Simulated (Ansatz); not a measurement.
A self-consistent single point of GaCu3 (P1, 8 atoms in the cell) with Ansatz (a first-principles code).

Method of the run: LDA (PW92), PAW files made with PBE (plane waves; Ansatz).

The change in words: atoms moved at random. Reference geometry:
```
GaCu3
1.0
    5.15739     0.00000     0.00000
   -2.57870     4.46643     0.00000
    0.00000     0.00000     4.20124
Ga Cu
2 6
Direct
  0.33333   0.66667   0.75000
  0.66667   0.33333   0.25000
  0.16539   0.33077   0.25000
  0.83461   0.66923   0.75000
  0.83461   0.16539   0.75000
  0.16539   0.83461   0.25000
  0.66923   0.83461   0.25000
  0.33077   0.16539   0.75000
```

Reference input (self-consistent single point, DFT, LDA (PW92), plane waves, PAW files made with PBE): basis.ecutwfc = 420 eV; kpoints.mp_grid.grid = 5 5 5; hamiltonian.xc = lda; hamiltonian.pseudopotentials = {kind: paw} (the program's default PAW files); scf.occupations.method = gaussian; scf.occupations.width = 0.1 eV. This run's input differs from it in these lines:

Ansatz 0.2 input:
```diff
@@ -7,10 +7,10 @@
   atoms:
-    - { symbol: Ga, position: [0.33333300, 0.66666700, 0.75000000] }
-    - { symbol: Ga, position: [0.66666700, 0.33333300, 0.25000000] }
-    - { symbol: Cu, position: [0.16538500, 0.33077000, 0.25000000] }
-    - { symbol: Cu, position: [0.83461500, 0.66923000, 0.75000000] }
-    - { symbol: Cu, position: [0.83461500, 0.16538500, 0.75000000] }
-    - { symbol: Cu, position: [0.16538500, 0.83461500, 0.25000000] }
-    - { symbol: Cu, position: [0.66923000, 0.83461500, 0.25000000] }
-    - { symbol: Cu, position: [0.33077000, 0.16538500, 0.75000000] }
+    - { symbol: Ga, position: [0.33489100, 0.66724200, 0.74812700] }
+    - { symbol: Ga, position: [0.66956000, 0.33599300, 0.25319100] }
+    - { symbol: Cu, position: [0.17544200, 0.33161700, 0.26231000] }
+    - { symbol: Cu, position: [0.84033300, 0.66532100, 0.74494900] }
+    - { symbol: Cu, position: [0.83401100, 0.17308500, 0.75008600] }
+    - { symbol: Cu, position: [0.14806900, 0.82603500, 0.24166800] }
+    - { symbol: Cu, position: [0.66847300, 0.83634200, 0.24895900] }
+    - { symbol: Cu, position: [0.32922300, 0.16436500, 0.75071000] }
 basis:
```

Output, abridged:

```
SCF iter   1: F=—  HF=-46758.350339 eV  |F-HF|=—  |Δ(HF+E_count)|=         —  Δρ=3.06e-1  dr2=5.71e1  ethr=3.10e-3  ⟨swp⟩=4.9  Hψ=16283  notcnv=0  defer=23
all-band conjugate gradients solve this SCF's bands
preconditioner: auto → Kerker (q_TF=auto, 2.901 Å⁻¹)
SCF iter   2: F=—  HF=-46750.831593 eV  |F-HF|=—  |Δ(HF+E_count)|=    7.52e0  Δρ=8.41e-2  dr2=5.98e0  ethr=3.10e-3  ⟨swp⟩=2.0  Hψ=11007  notcnv=0  defer=396
   [... lines left out ...]
SCF iter   8: F=—  HF=-46749.047706 eV  |F-HF|=—  |Δ(HF+E_count)|=   1.08e-4  Δρ=1.32e-4  dr2=2.29e-5  ethr=3.21e-7  ⟨swp⟩=2.1  Hψ=7800  notcnv=0  defer=393
SCF iter   9: F=—  HF=-46749.047702 eV  |F-HF|=—  |Δ(HF+E_count)|=   3.53e-6  Δρ=5.75e-5  dr2=2.50e-6  ethr=1.64e-8  ⟨swp⟩=2.0  Hψ=9335  notcnv=0  defer=393
SCF iter  10: F=—  HF=-46749.047700 eV  |F-HF|=—  |Δ(HF+E_count)|=   1.84e-6  Δρ=2.59e-5  dr2=5.78e-7  ethr=1.79e-9  ⟨swp⟩=2.0  Hψ=7797  notcnv=0  defer=393
SCF iter  11: F=-46749.047700 eV  HF=-46749.047700 eV  |F-HF|=2.86e-8  |Δ(HF+E_count)|=   9.00e-8  Δρ=5.36e-6  dr2=4.21e-8  ethr=7.14e-11  ⟨swp⟩=7.9  Hψ=24737  notcnv=0
SCF 1 converged in 11 iterations: F = -46749.047700 eV  dr2 = 4.21e-8
Free energy (F): -46749.047700 eV
Internal energy: -46749.039162 eV  (E = F + TS)
E sigma→0 (E₀):  -46749.043431 eV
Entropy (-TS):   -0.008539 eV (-1.067 meV/atom)
Fermi energy:    16.008668 eV
--- Forces (eV/Å), atoms counted from 1 ---
  atom   1  Ga     0.07567484     0.07201948     0.09662220
  atom   2  Ga    -0.06339709    -0.23569659    -0.13514421
  atom   3  Cu    -0.22201171    -0.06380705    -0.28169772
  atom   4  Cu    -0.32890065     0.21451827     0.06594379
  atom   5  Cu     0.21544348    -0.28467752     0.10939097
  atom   6  Cu     0.38867637     0.25242455     0.10499794
  atom   7  Cu    -0.05506199     0.09028198    -0.03937564
  atom   8  Cu    -0.01041771    -0.04506682     0.07926158
--- Stress (GPa, compression-positive) ---
       -6.127535       0.092314       0.072875
        0.092314      -6.228140      -0.055739
        0.072875      -0.055739      -7.344447
  P = ⅓ Tr σ = -6.5667 GPa (-65.667 kbar)
  The stress holds the Pulay correction. Without it, at fixed plane waves, as pw.x and ABINIT print it: P = -6.6491 GPa
```

The run converged in 11 iterations. Against the reference run the free energy goes up by 6.3 meV/atom, the pressure goes from -6.92 to -6.57 GPa and the largest force goes from 0.046 to 0.475 eV/Å.

The starting cell comes from a database of computed structures (which also holds hypothetical and non-ambient phases and stackings), without a prior relaxation at this level. For this run, on top of that: atoms moved at random. Spin polarisation is off. With a pressure of about -7 GPa the cell is away from its equilibrium volume at this level. Ansatz's pressure includes its estimate of the finite-basis (Pulay) stress.

Cost on one core of a shared machine: roughly 60 s.
